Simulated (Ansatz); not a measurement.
## Effect of pressure 3 GPa on SiC

The parent structure is SiC in the zinc blende structure (space group F-43m, No. 216; a = 4.357 Å).

The change: a hydrostatic pressure of 3 GPa.

Computed with r2SCAN in Ansatz (plane waves to 500 eV, PAW, no spin-orbit coupling), earlier PAW set. Γ-centred 13×13×13 mesh, Fermi–Dirac width 0.05 eV.

The lattice parameter a shrinks by 0.019 Å to 4.338 Å and the enthalpy H = E + PV relative to the base's energy comes out as +0.19 eV/atom. The band gap stays essentially unchanged (1.71 eV against 1.70 eV) and the gap character stays indirect, Γ → X. The smallest direct gap rises by 0.02 eV to 5.07 eV and the width of the top valence band grows by 0.05 eV, from 4.82 eV to 4.87 eV. The electron mass changes from 0.64 mₑ along k, 0.23 mₑ across (at X) to 0.64 mₑ along k, 0.22 mₑ across (at X) and the hole mass (degenerate bands, along [100]) becomes 0.36, 0.57, 0.57 mₑ (at Γ) (base: 0.35, 0.57, 0.57 mₑ (at Γ)).

Load acts through the strain it causes; cell and atoms are relaxed under it. Masses are band curvatures over ±0.01 Å⁻¹ around the edge. Along k means along the line from Γ to the band edge. Whether these cells are dynamically stable was not tested.

Ansatz is a first-principles code.
